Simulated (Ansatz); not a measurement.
**YN, pressure series**

The parent structure is YN in the rock salt structure (space group Fm-3m, No. 225; a = 4.8562 Å).

Cell and atoms are relaxed at each pressure.

Method: PBEsol (Ansatz, a quantum-chemistry and plane-wave program), no spin-orbit coupling.

Two rows of this table had their results exchanged by mistake.

```json
[
 {"pressure": "pressure −2 GPa", "volume per atom (Å³)": "14.49", "shortest distance (Å)": "2.438", "band gap": "0.10 eV"},
 {"pressure": "pressure −1 GPa", "volume per atom (Å³)": "13.93", "shortest distance (Å)": "2.406", "band gap": "zero"},
 {"pressure": "pressure 3 GPa", "volume per atom (Å³)": "14.07", "shortest distance (Å)": "2.414", "band gap": "zero"},
 {"pressure": "pressure 5 GPa", "volume per atom (Å³)": "14.40", "shortest distance (Å)": "2.433", "band gap": "0.09 eV"},
 {"pressure": "pressure 7.5 GPa", "volume per atom (Å³)": "13.75", "shortest distance (Å)": "2.396", "band gap": "zero"},
 {"pressure": "pressure 10 GPa", "volume per atom (Å³)": "13.59", "shortest distance (Å)": "2.386", "band gap": "zero"}
]
```

Q: Which two?

A: The rows for pressure −1 GPa and pressure 5 GPa: the volume has to fall steadily with pressure, so 14.40 Å³ belongs to pressure −1 GPa and 13.93 Å³ to pressure 5 GPa.

A case with no gap was solved on a k-mesh chosen for an insulator, which is coarse for it. Load acts through the strain it causes; cell and atoms are relaxed under it. No phonon test of stability was made. No other phases were tried under pressure. The base started in P3_121 and relaxed to Fm-3m at this level. The final runs are not spin-polarised. Gaps under 0.05 eV, about the width of the smearing, are given as zero. The zero or small gap of YN can change with the level of theory.
